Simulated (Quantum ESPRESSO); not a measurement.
Worked example: self-consistent single point of LuTl₃ (P1, 4 atoms in the cell) in Quantum ESPRESSO.

Computed with PBEsol, PseudoDojo standard norm-conserving (PBESOL) pseudopotentials (plane waves; Quantum ESPRESSO).

The change in words: atoms moved at random. Reference geometry:
```
CELL_PARAMETERS angstrom
      4.70204     0.00000     0.00000
      0.00000     4.70204     0.00000
      0.00000     0.00000     4.70204
ATOMIC_POSITIONS crystal
  Lu 0.00000 0.00000 0.00000
  Tl 0.00000 0.50000 0.50000
  Tl 0.50000 0.00000 0.50000
  Tl 0.50000 0.50000 0.00000
```

Reference input (self-consistent single point, DFT, PBEsol, plane waves, PseudoDojo standard norm-conserving (PBESOL) pseudopotentials): ecutwfc = 100 Ry; occupations = smearing; smearing = fd; degauss = 0.0073499 Ry; potentials = {Lu: Lu.upf, Tl: Tl.upf}; K_POINTS = automatic 5 5 5 0 0 0; conv_thr = 1e-09 Ry. This run's input differs from it in these lines:

```diff
@@ -26,6 +26,6 @@
 ATOMIC_POSITIONS angstrom
-Lu    0.0000000000    0.0000000000    0.0000000000
-Tl    0.0000000000    2.3510220000    2.3510220000
-Tl    2.3510220000    0.0000000000    2.3510220000
-Tl    2.3510220000    2.3510220000    0.0000000000
+Lu    0.0588648888    0.0018432012   -0.0336008064
+Tl    0.0414767301    2.3282311927    2.3625043914
+Tl    2.3364315575   -0.0223300070    2.3669525251
+Tl    2.2652708236    2.3942996130    0.0061878899
 K_POINTS automatic
```

The program printed (abridged):

```
     Self-consistent Calculation

     iteration #  1     ecut=   100.00 Ry     beta= 0.70

---- Real-time Memory Report at c_bands before calling an iterative solver
           534 MiB given to the printing process from OS
           497 MiB allocation reported by mallinfo(arena+hblkhd)
------------------

     Threshold (ethr) on eigenvalues was too large:
     Diagonalizing with lowered threshold

---- Real-time Memory Report at c_bands before calling an iterative solver
           558 MiB given to the printing process from OS
           508 MiB allocation reported by mallinfo(arena+hblkhd)
------------------

   [... lines left out ...]

---- Real-time Memory Report at c_bands before calling an iterative solver
           586 MiB given to the printing process from OS
           557 MiB allocation reported by mallinfo(arena+hblkhd)
------------------

     total energy              =    -857.11551182 Ry
     estimated scf accuracy    <          2.8E-09 Ry

     iteration # 10     ecut=   100.00 Ry     beta= 0.70

---- Real-time Memory Report at c_bands before calling an iterative solver
           589 MiB given to the printing process from OS
           560 MiB allocation reported by mallinfo(arena+hblkhd)
------------------
     End of self-consistent calculation

     the Fermi energy is    13.2326 ev

!    total energy              =    -857.11551182 Ry
     estimated scf accuracy    <          9.4E-10 Ry
     smearing contrib. (-TS)   =      -0.00556484 Ry
     internal energy E=F+TS    =    -857.10994698 Ry

     convergence has been achieved in  10 iterations

     Forces acting on atoms (cartesian axes, Ry/au):

     atom    1 type  1   force =    -0.01483211    0.00175246    0.00593025
     atom    2 type  2   force =    -0.01248385    0.00016227   -0.00358324
     atom    3 type  2   force =     0.01046782    0.00395170   -0.00403790
     atom    4 type  2   force =     0.01684814   -0.00586643    0.00169089

     Total force =     0.029826     Total SCF correction =     0.000484

          total   stress  (Ry/bohr**3)                   (kbar)     P=      -15.26
  -0.00010336  -0.00000600  -0.00000079          -15.21       -0.88       -0.12
  -0.00000600  -0.00010107  -0.00000252           -0.88      -14.87       -0.37
  -0.00000079  -0.00000252  -0.00010672           -0.12       -0.37      -15.70

   JOB DONE.
```

The run converged in 10 iterations. Against the reference run the free energy rises by 11.6 meV/atom, the pressure goes from -1.79 to -1.53 GPa and the largest force goes from 0.000 to 0.461 eV/Å.

The starting cell comes from a database of computed structures (which also holds hypothetical and non-ambient phases and stackings), without a prior relaxation at this level. Its lattice was rescaled by a random factor within 2.5 % of one. For this run, on top of that: atoms moved at random.

Cost on one core of a shared machine: roughly 7 min.
